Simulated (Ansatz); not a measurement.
The slab is Si(111) 1x1 surface, 6 top atoms, 3 bilayers, bottom bilayer H-capped and fixed, every top atom capped by H; cell 11.5 x 6.6 Å; two neighbouring H replaced by SH; about 7 Å thick over the host's atoms, 18 atoms held. These are PBE-D3(BJ) (plane waves to 420 eV, PAW; Ansatz, a program for electronic structure) values and carry that method's errors. k mesh 1 x 2 x 1. The slab states were run without spin polarisation. Results hold for this slab, coverage and mesh. All energies are electronic energies at 0 K, without vibrations. Each state was relaxed from one prepared geometry.

End state of this step: GeH4 exchanges a ligand with a surface S-H group and H2 forms. Atoms near the product:

```
atom     x (Å)  y (Å)   z (Å)
------  ------  -----  ------
H(14)   11.486  6.656  11.008
H(44)    7.758  6.615  11.002
H(45)    9.600  3.342  10.998
S(46)    6.042  3.716  11.655
H(47)    8.643  4.933  12.939
Ge(a0)   5.417  8.530  12.823
H(a1)    9.213  5.266  13.303
H(a2)    6.085  7.287  12.223
H(a3)    3.890  8.408  12.842
H(a4)    5.980  8.842  14.219
```

Q: What energy does it take to move H2 into the gas, one a cell, with the surface relaxed behind it, and what are its closest contacts before it leaves?

A: 0.08 eV. Its closest contacts to the rest of the cell: H(47)...H(45) 2.69 Å, H(47)...H(44) 2.71 Å, H(a1)...H(45) 3.03 Å.
